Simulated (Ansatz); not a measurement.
**Ga2O3: band gap against strain**

Ga2O3 (corundum, R-3c, 9.411 Å³/atom at rest, c along z) under an equal strain ε in the (0001) plane with the normal axis free, as in a coherent film. LDA in Ansatz, a plane-wave DFT program (PAW, default set), 420 eV, 8×8×8 Γ-centred mesh, Fermi-Dirac smearing 0.05 eV; ions are relaxed within the symmetry of each cell. Gaps are the smallest over the k-mesh and a band path, without spin-orbit coupling; in all rows the valence edge lies at about 0.4 Å⁻¹ from Γ and the conduction edge at Γ.

Here s stands for strain and Eg for gap.

| strain (%) | gap (eV) |
|---|---|
| 0.00 | 3.04 |
| 0.75 | 2.91 |
| 1.50 | 2.77 |
| 2.25 | 2.61 |
| 3.00 | ? |

### Question
Using a straight line, estimate the missing Eg at s = 3.00 from the other rows, showing the fit.

### Answer
Means: s 1.1250, Eg 2.833. About the means, the sum of products is -0.53625 and the sum of squares of s is 2.8125; the slope is their ratio. Least squares gives Eg = 3.047 - 0.1907·s. Residuals (row less fit): -0.007, 0.006, 0.009, -0.008; standard error 0.011 (degrees of freedom: 2). Over these rows the gap moves by -19 ± 0.6 eV per unit strain. At the withheld row, Eg = 3.047 - 0.1907 × 3.00 = 2.475 eV. The calculation gives 2.45 eV, 0.025 eV below the prediction (4.2 % of the range of Eg in the table). The row lies outside the fitted rows, so this is an extrapolation. From the scatter of the fitted rows alone, a prediction at this place has a standard error of 0.017 eV, so the miss is 1.5 times that.

One order more, fitted to all 5 runs of the series, follows each within 0.01, so the miss is the next term of a smooth law. Ga2O3 is here the metastable α form; monoclinic β is stable. Rows are the converged runs of the series near zero and its far end; series whose fitted rows scatter by over a few per cent of the range, as at a crossing or softening among them, aren't shown in this form. Most that stay on the fit to the last digits aren't either.
